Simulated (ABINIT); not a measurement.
ABINIT run on PtS2 (P-3m1, 3 atoms in the cell): self-consistent single point.

Method: LDA (PW92), norm-conserving pseudopotentials (PseudoDojo nc-sr-04 LDA standard) (plane waves; ABINIT).

```
PtS2
1.0
    1.79106    -3.10221     0.00000
    1.79106     3.10221     0.00000
    0.00000     0.00000     5.09998
Pt S
1 2
Direct
  0.00000   0.00000   0.00000
  0.33333   0.66667   0.23000
  0.66667   0.33333   0.77000
```

Reference input (self-consistent single point, DFT, PBE, plane waves, norm-conserving pseudopotentials (PseudoDojo nc-sr-05 PBE standard)): pseudos = [Pt.upf, S.upf]; ecut = 42 Ha; occopt = 3; tsmear = 0.00073499 Ha; ngkpt = 6 6 4; nshiftk = 1; shiftk = 0 0 0; potentials = PseudoDojo nc-sr-05 PBE standard; nband = 21; kptopt = 1; nstep = 80; tolvrs = 1e-10. This run's input differs from it in these lines:

```diff
@@ -1,2 +1,2 @@
-# PtS2, PseudoDojo nc-sr-05 PBE standard
+# PtS2, PseudoDojo nc-sr-04 LDA standard
 pp_dirpath "./"
```

Its files differ too (potentials: PseudoDojo nc-sr-05 PBE standard → PseudoDojo nc-sr-04 LDA standard).

Log, with long lists cut:

```
--- !BeginCycle
solver: {iscf: 7, nstep: 80, nline: 4, wfoptalg: 0, }
tolerances: {tolvrs: 1.00E-10, }
...

     iter   Etot(hartree)      deltaE(h)  residm     vres2
 ETOT  1  -152.57107770671    -1.526E+02 1.070E-01 1.400E+03
 ETOT  2  -152.40170026576     1.694E-01 4.090E-02 3.413E+03
 ETOT  3  -152.84923641097    -4.475E-01 4.860E-03 9.219E+00
 ETOT  4  -152.85030797004    -1.072E-03 3.187E-03 1.360E+00
 ETOT  5  -152.85041075688    -1.028E-04 2.181E-03 1.375E-01
   [... 2 lines left out ...]
 ETOT  8  -152.85043133473    -1.828E-08 5.045E-04 2.596E-06
 ETOT  9  -152.85043133501    -2.777E-10 2.596E-04 5.351E-08
 ETOT 10  -152.85043133501    -2.984E-12 1.571E-04 3.861E-09
 ETOT 11  -152.85043133501    -7.958E-13 9.387E-05 5.237E-11
 At SCF step   11       vres2   =  5.24E-11 < tolvrs=  1.00E-10 =>converged.

 Cartesian components of stress tensor (hartree/bohr^3)
  sigma(1 1)=  1.17718119E-04  sigma(3 2)=  0.00000000E+00
  sigma(2 2)=  1.17718118E-04  sigma(3 1)=  0.00000000E+00
  sigma(3 3)=  5.20337744E-05  sigma(2 1)=  0.00000000E+00

 ----iterations are completed or convergence reached----

 reduced coordinates (array xred) for    3 atoms
       0.000000000000      0.000000000000      0.000000000000
       0.333333333333      0.666666666667      0.230000000000
       0.666666666667      0.333333333333      0.770000000000
 cartesian forces (eV/Angstrom) at end:
    1     -0.00000000000000    -0.00000000000000    -0.00000000000000
    2     -0.00000000000000    -0.00000000000000     0.10441706138469
   [... lines left out ...]
 Fermi (or HOMO) energy (hartree) =   0.27341   Average Vxc (hartree)=  -0.41008
 Fermi (or HOMO) energy (eV) =   7.43992   Average Vxc (eV)= -11.15896
   [... lines left out ...]
total_energy        : -1.52850431335014E+02
total_energy_eV     : -4.15927176022363E+03
band_energy         : -1.59140282301691E+01
...

-Cartesian components of stress tensor (GPa)         [Pressure= -2.8192E+00 GPa]
- sigma(1 1)=  3.46338604E+00  sigma(3 2)=  0.00000000E+00
- sigma(2 2)=  3.46338603E+00  sigma(3 1)=  0.00000000E+00
- sigma(3 3)=  1.53088624E+00  sigma(2 1)=  0.00000000E+00

 Calculation completed.
```

The run converged in 11 iterations. Against the reference run the pressure goes from 4.78 to -2.82 GPa, the largest force goes from 0.538 to 0.104 eV/Å and the gap on the mesh goes from 0.899 to 0.791 eV.

The starting cell has typed, rounded lattice constants, without a prior relaxation at this level. Its lattice was rescaled by a random factor within 2.5 % of one. Spin-orbit coupling is off.

Cost on one core of a shared machine: roughly 2 min.
